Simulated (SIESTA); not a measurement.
Input and output of a self-consistent single point for Zr3Au (P1, 8 atoms in the cell) (SIESTA).

Level of theory: GGA PBEsol, numerical atomic orbitals DZP, PseudoDojo PBEsol standard norm-conserving potentials (rewritten from UPF to PSML) (SIESTA).

The change in words: atoms moved at random. Reference geometry:
```xyz
8
Lattice="5.5460 0.0000 0.0000 0.0000 5.5460 0.0000 0.0000 0.0000 5.5460" Properties=species:S:1:pos:R:3 pbc="T T T"
Zr     2.7730     1.3865     0.0000
Zr     2.7730     4.1595     0.0000
Zr     1.3865     0.0000     2.7730
Zr     4.1595     0.0000     2.7730
Zr     0.0000     2.7730     1.3865
Zr     0.0000     2.7730     4.1595
Au     2.7730     2.7730     2.7730
Au     0.0000     0.0000     0.0000
```

Reference input (self-consistent single point, DFT, GGA PBEsol, numerical atomic orbitals DZP, PseudoDojo PBEsol standard norm-conserving potentials (rewritten from UPF to PSML)): XC.functional = GGA; XC.authors = PBEsol; potentials = PseudoDojo PBEsol standard; PAO.BasisSize = DZP; PAO.EnergyShift = 0.01 Ry; MeshCutoff = 400 Ry; kgrid.MonkhorstPack = 5 5 5; OccupationFunction = FD; ElectronicTemperature = 100 meV; MaxSCFIterations = 150; SCF.Mixer.Method = Pulay; SCF.Mixer.Weight = 0.25. This run's input differs from it in these lines:

```diff
@@ -18,10 +18,10 @@
 %block AtomicCoordinatesAndAtomicSpecies
-     2.773022500    1.386511250    0.000000000  1
-     2.773022500    4.159533750    0.000000000  1
-     1.386511250    0.000000000    2.773022500  1
-     4.159533750    0.000000000    2.773022500  1
-     0.000000000    2.773022500    1.386511250  1
-     0.000000000    2.773022500    4.159533750  1
-     2.773022500    2.773022500    2.773022500  2
-     0.000000000    0.000000000    0.000000000  2
+     2.775279740    1.353179520   -0.031789930  1
+     2.852391950    4.252646300   -0.012217937  1
+     1.346790476    0.058266749    2.835515335  1
+     4.132352583    0.001525162    2.799876450  1
+     0.026033135    2.805034272    1.348931249  1
+    -0.047429777    2.765441056    4.182821593  1
+     2.751858792    2.710346645    2.722148629  2
+     0.027835600   -0.081332750    0.019827111  2
 %endblock AtomicCoordinatesAndAtomicSpecies
```

Output (repeated stretches shortened):

```
        iscf     Eharris(eV)        E_KS(eV)     FreeEng(eV)     dDmax    Ef(eV) dHmax(eV)
   scf:    1   -15596.774769   -16070.814033   -16070.986418  1.523374 -3.732782 61.166205
   scf:    2   -16110.711050   -16250.162006   -16250.433103  2.226112 -3.787802 23.605839
   scf:    3   -16290.467366   -16273.217916   -16273.472052  0.922338 -4.246896 10.384997
   scf:    4   -16276.638427   -16279.371032   -16279.610284  0.810586 -4.586033  4.290064
   scf:    5   -16277.144438   -16278.422004   -16278.663713  0.132329 -4.679927  6.078467
   [... 7 lines left out ...]
   scf:   13   -16280.242315   -16280.242294   -16280.507138  0.000110 -4.676948  0.000705
   scf:   14   -16280.242311   -16280.242302   -16280.507138  0.000035 -4.677084  0.000247
   scf:   15   -16280.242324   -16280.242313   -16280.507138  0.000024 -4.677156  0.000197
   scf:   16   -16280.242310   -16280.242312   -16280.507138  0.000005 -4.677175  0.000105
SCF Convergence by DM+H criterion
max |DM_out - DM_in|         :     0.0000049349
max |H_out - H_in|      (eV) :     0.0001054858
SCF cycle converged after 16 iterations

Using DM_out to compute the final energy and forces

siesta: E_KS(eV) =           -16280.2423

siesta: E_KS - E_eggbox =    -16280.2423

siesta: Atomic forces (eV/Ang):
     1   -0.028498    1.158444    0.230235
     2   -0.408875   -1.458458    0.125249
     3    0.208950   -0.375141   -0.389340
     4   -0.018352   -0.095318   -0.185382
     5   -0.089580   -0.238582    0.669631
     6    0.288868   -0.039873   -0.653774
     7    0.078272    0.461893    0.203901
     8   -0.026275    0.592750    0.002674
   Tot    0.004510    0.005713    0.003194
   Max    1.458458
   Res    0.488384    sqrt( Sum f_i^2 / 3N )
   Max    1.458458    constrained

   [... lines left out ...]
siesta: FreeEng =    -16280.507138
   [... lines left out ...]
siesta:     0.045976    0.001294   -0.000018
siesta:     0.001294    0.043407   -0.000321
siesta:    -0.000018   -0.000321    0.046272

siesta: Cell volume =        170.588664 Ang**3

siesta: Pressure (static):
siesta:                Solid            Molecule  Units
siesta:          -0.00049249         -0.00032213  Ry/Bohr**3
siesta:          -0.04521849         -0.02957644  eV/Ang**3
siesta:         -72.44801240        -47.38668441  kBar
```

The run converged in 16 iterations. Against the reference run the free energy goes up by 26.8 meV/atom, the pressure goes from -7.73 to -7.24 GPa and the largest force goes from 0.000 to 1.520 eV/Å.

The starting cell comes from a database of computed structures (which also holds hypothetical and non-ambient phases and stackings), without a prior relaxation at this level. Its lattice was rescaled by a random factor within 2.5 % of one. For this run, on top of that: atoms moved at random. Values carry the incompleteness of an atom-centred basis. With a pressure of about -7 GPa the cell is away from its equilibrium volume at this level. Forces in this geometry exceed 1 eV/Å.

Cost on one core of a shared machine: roughly 3 min.
